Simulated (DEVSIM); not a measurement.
Structure: abrupt Si p-n junction, at 300 K.

Layer 1 from the left is Si, thickness (μm) 0.200, Na (cm⁻³) 4.2e15, τn (s) 1e-7, τp (s) 1e-7. Layer 2 from the left is Si, thickness (μm) 180, Nd (cm⁻³) 1.3e15, τn (s) 1e-7, τp (s) 1e-7.

Left contact: ohmic. Right contact: ohmic. Voltage is applied to the left contact. Recombination: SRH at mid-gap, radiative. Mobility is constant in doping.

This is a model device: material constants are rounded textbook-type values typed into the input, and sizes, dopings and lifetimes were drawn at random. Values at 300 K.

Si: gap (eV) 1.124, affinity (eV) 4.05, permittivity 11.7, Nc (cm⁻³) 2.86e19, Nv (cm⁻³) 3.1e19, μn (cm²/Vs) 1417, μp (cm²/Vs) 470, B (cm³/s) 4.7e-15.

Simulated with DEVSIM: 1D drift-diffusion, Boltzmann statistics, complete ionisation; no tunnelling, impact ionisation, image-force lowering or self-heating.

### Question
What does the simulation give for the dark forward voltage at 1 A/cm², the largest field in the device at zero bias, the potential step across the device at zero bias?

### Answer
dark forward voltage at 1 A/cm² 0.532 V; largest field in the device at zero bias 14000 V/cm; potential step across the device at zero bias 0.635 V.
